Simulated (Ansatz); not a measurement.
L1₂ (Cu3Au-type) Al3Sc, treated with PBEsol (Ansatz, a quantum-chemistry and plane-wave program, plane waves, PAW).

Numerical settings: plane-wave cutoff 520 eV, 16×16×16 k mesh, Fermi–Dirac smearing 0.074 eV (set by the program), scalar-relativistic PAW data made under PBE.

The cell has the measured lattice: a = 4.103 Å, b = 4.103 Å, c = 4.103 Å, α = 90.00°, β = 90.00°, γ = 90.00°.

Give the computed Voigt–Reuss–Hill bulk modulus, Young modulus, elastic constant C11, elastic constant C12, Voigt–Reuss–Hill shear modulus (Hill average) and elastic constant C44.


Voigt–Reuss–Hill bulk modulus: 83.4 GPa
Young modulus: 164 GPa
elastic constant C11: 177 GPa
elastic constant C12: 36.7 GPa
Voigt–Reuss–Hill shear modulus (Hill average): 70.2 GPa
elastic constant C44: 70.3 GPa

Note: the cell isn't this level's own, so it is under some stress, which shifts stiffness and frequencies.

Elastic constants are with the ions relaxed.

Static lattice: no zero-point or thermal effects.

It cost around 7 core-minutes (rough) of CPU time.
